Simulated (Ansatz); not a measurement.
The reference is Ca in the fcc (Cu type) structure (space group Fm-3m, No. 225; a = 5.527 Å; relaxed with 0.1 eV smearing).

Structures relaxed with PBE in Ansatz (plane waves to 420 eV, PAW, no spin-orbit coupling).

Base:

Simulated powder pattern, Mo Kα, λ = 0.71073 Å (kinematic, ideal powder, no thermal factors, no anomalous dispersion; the 14 strongest lines at most, above 2 %, up to 2θ = 40°):

```json
[
 {"2θ (°)": "12.79", "I/Imax (%)": "100", "hkl": "(111)"},
 {"2θ (°)": "14.78", "I/Imax (%)": "51", "hkl": "(200)"},
 {"2θ (°)": "20.96", "I/Imax (%)": "37", "hkl": "(220)"},
 {"2θ (°)": "24.63", "I/Imax (%)": "44", "hkl": "(311)"},
 {"2θ (°)": "25.74", "I/Imax (%)": "13", "hkl": "(222)"},
 {"2θ (°)": "29.81", "I/Imax (%)": "5.8", "hkl": "(400)"},
 {"2θ (°)": "32.55", "I/Imax (%)": "17", "hkl": "(331)"},
 {"2θ (°)": "33.42", "I/Imax (%)": "15", "hkl": "(420)"},
 {"2θ (°)": "36.72", "I/Imax (%)": "11", "hkl": "(422)"},
 {"2θ (°)": "39.04", "I/Imax (%)": "12", "hkl": "(511)"}
]
```

After one change:

Simulated powder pattern, Mo Kα, λ = 0.71073 Å (kinematic, ideal powder, no thermal factors, no anomalous dispersion; the 14 strongest lines at most, above 2 %, up to 2θ = 40°):

```tsv
2θ (°)	I/Imax (%)
13.12	100
15.16	51
21.50	37
25.27	43
26.41	12
30.59	5.6
33.41	17
34.31	15
37.70	11
```

Question: Name the change that was made.
A. isotropic strain −1.00 %
B. isotropic strain +2.50 %
C. isotropic strain −2.50 %
D. isotropic strain +1.50 %

Answer: C, isotropic strain −2.50 %. Its volume per atom is 39.11 Å³ against 42.20 Å³, and its space group is Fm-3m (No. 225).

Whether these cells are dynamically stable was not tested.

Ansatz is a program for electronic structure.
